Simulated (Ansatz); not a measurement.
Data:

```
Si
1.0
    0.00000     0.00000    -3.81822
   -1.94514     2.75084    -1.90911
    1.94514     2.75084    -1.90911
Si
2
Cartesian
  0.00000   2.74434  -3.81822
  0.00000   4.13277  -5.72733
```

No spin polarisation.

The values are results of PBEsol/PAW in Ansatz (a quantum-chemistry and plane-wave program), no spin-orbit coupling, not measurements. k-mesh 11×11×11 (Γ-centred); smearing 0.05 eV (Fermi–Dirac).

Problem. Predict the valence-band top at Γ and electron mass.

Solution. The valence-band top at Γ (three highest levels, from the VBM) comes out as 0.00, -0.15, -0.17 eV and the electron mass is 0.93 mₑ along k, 0.19 mₑ across (off the special points).

A biaxial case was relaxed in a doubled cell and then solved in the primitive one. The levels and masses belong to the bands next to the band gap. The cells carry an imposed strain or load. Effective masses come from finite differences of ±0.01 Å⁻¹. Along k means along the line from Γ to the band edge. Whether these cells are dynamically stable was not tested. The cell was made from Si in the diamond structure (space group Fd-3m, No. 227) by this change: biaxial strain +1.25 %, plane normal [110], relaxed out of plane.
